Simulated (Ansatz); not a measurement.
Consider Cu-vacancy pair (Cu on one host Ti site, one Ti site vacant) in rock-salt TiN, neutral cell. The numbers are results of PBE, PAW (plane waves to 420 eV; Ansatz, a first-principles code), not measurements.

64-site cell at the relaxed PBE lattice, a 3×3×3 k-point mesh shifted by half a step, smearing 0.10 eV, spin-restricted, no finite-size correction. Energies are static. Forms of the defect that were not tried may lie lower.

Barriers: single points on a 4×4×4 k-point mesh shifted by half a step at the bands' geometries.

Relaxed starting cell (atoms counted from 1):

```xyz
63
Lattice="8.4938 0.0000 0.0000 0.0000 8.4938 0.0000 0.0000 0.0000 8.4938" Properties=species:S:1:pos:R:3 pbc="T T T"
Cu    -0.0016     0.4039     0.4081
Ti    -0.0025     0.0586     4.2036
Ti    -0.0026     4.1985     0.0638
Ti    -0.0026     4.1819     4.1869
Ti     4.2442     0.0036     0.0083
Ti     4.2443    -0.0009     4.2475
Ti     4.2443     4.2424     0.0041
Ti     4.2443     4.2356     4.2406
N      2.1461    -0.0187    -0.0135
N      2.1162    -0.0038     4.2418
N      2.1162     4.2369     0.0012
N      2.1166     4.2364     4.2414
N      6.3424    -0.0186    -0.0138
N      6.3725    -0.0038     4.2417
N      6.3724     4.2369     0.0012
N      6.3721     4.2364     4.2414
Ti    -0.0027     2.0715     6.3976
Ti    -0.0025     6.3925     2.0764
Ti    -0.0026     6.4036     6.4086
Ti     4.2444     2.1124     2.1174
Ti     4.2443     2.1139     6.3764
Ti     4.2443     6.3715     2.1189
Ti     4.2443     6.3663     6.3712
N      2.1503     2.1170     2.1220
N      2.1168     2.1150     6.3706
N      2.1168     6.3657     2.1199
N      2.1185     6.3637     6.3686
N      6.3384     2.1170     2.1220
N      6.3719     2.1150     6.3706
N      6.3719     6.3657     2.1199
N      6.3701     6.3637     6.3686
Ti     2.0902     0.0360     2.1169
Ti     2.0881    -0.0052     6.3930
Ti     2.0700     4.1879     2.1236
Ti     2.0999     4.2325     6.3686
Ti     6.3987     0.0360     2.1170
Ti     6.4004    -0.0052     6.3929
Ti     6.4186     4.1879     2.1235
Ti     6.3887     4.2324     6.3686
N     -0.0024    -0.1034     2.2481
N     -0.0027    -0.0208     6.3059
N     -0.0026     4.2944     2.1310
N     -0.0026     4.2443     6.3591
N      4.2444    -0.0012     2.1226
N      4.2443    -0.0042     6.3749
N      4.2443     4.2369     2.1206
N      4.2443     4.2387     6.3699
Ti     2.0910     2.1123     0.0410
Ti     2.0700     2.1185     4.1927
Ti     2.0882     6.3880    -0.0003
Ti     2.0999     6.3637     4.2375
Ti     6.3977     2.1119     0.0411
Ti     6.4186     2.1185     4.1926
Ti     6.4004     6.3882    -0.0003
Ti     6.3887     6.3637     4.2374
N     -0.0027     2.2437    -0.0987
N     -0.0026     2.1261     4.2995
N     -0.0025     6.3009    -0.0160
N     -0.0026     6.3540     4.2493
N      4.2443     2.1177     0.0038
N      4.2443     2.1156     4.2419
N      4.2443     6.3699     0.0007
N      4.2443     6.3649     4.2436
```

End state 1 differs by these moves (Å; atoms that move under 0.08 Å are left out):

| atom | element | Δx | Δy | Δz |
|---|---|---|---|---|
| 1 | Cu | 0.00 | 1.30 | 1.30 |

Q: What is the computed forward and backward barriers to end state 1 (PBE, PAW)?

A: forward 0.27 eV, backward 0.27 eV; at the saddle point atom 1 has neighbours 2 N at 1.77 Å. The saddle point's order was not checked, and it lies on a symmetry element of the cell, where a band can be held.
